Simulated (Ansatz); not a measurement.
Functionals compared on a constructed model of the (0001) surface of hcp Zr, a pseudomorphic layer of Pt in the host's stacking (bottom of the slab: a bare face, its two planes held), in Ansatz (plane waves, PAW). The structure was relaxed with PBE; the other rows are single points on it. Cutoff 420 eV (500 eV for r2SCAN).

Slab: 7 atoms, 15.6 Å thick at the start; k 13x13x1, smearing 0.1 eV, dipole-corrected; 2 atoms held, the rest relaxed; symmetry of the start imposed; no spin, no spin-orbit, no U. It is one candidate, not shown to be the stable structure of the face. These notes are the PBE run's.

```tsv
functional	work function of the top face (eV)	rough cost of the single point
PBE	4.53	–
RPBE	4.36	around 30 core-seconds (rough)
r2SCAN	?	roughly 60 core-seconds
```

Fill in the missing entries.


- r2SCAN, work function of the top face (eV): 4.47

Ansatz is a quantum-chemistry and plane-wave program.
